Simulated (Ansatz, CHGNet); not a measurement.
For HfSi2 (Cmcm, No. 63, 6 atoms in the cell; start mp-1069), the machine-learned potential CHGNet 0.3.0 (trained on PBE and PBE+U data) gives:

| Item | Value |
|---|---|
| volume per atom | 16.44 Å³/atom |
| formation enthalpy | -0.608 eV/atom |

### Question
What does LDA (Ansatz, a first-principles code, PAW) give for the same quantities?

### Answer

- equilibrium volume per atom: 15.52 Å³/atom (decreases by 5.6 %)
- formation enthalpy: -0.670 eV/atom (moves by -0.062 eV/atom)

Changes are worked out from the printed values.

Unless a cell is named, each level is at its own relaxed cell (CHGNet 0.3.0 16.44, LDA 15.52 Å³/atom).

Levels without +SOC leave out spin–orbit coupling, which shifts energies and cells of such heavy elements.

Caveats: the energies of CHGNet 0.3.0 can hold anion corrections fitted to measured formation enthalpies (CHGNet 0.3.0); the relaxation could not lower the start's symmetry, so the cell can be a saddle point above a distorted one (CHGNet 0.3.0, LDA). Ansatz's density-functional and Hartree–Fock values are scalar-relativistic unless marked +SOC, with PAW data made under PBE.

A start named mp-… is a Materials Project structure, which need not be a measured phase.
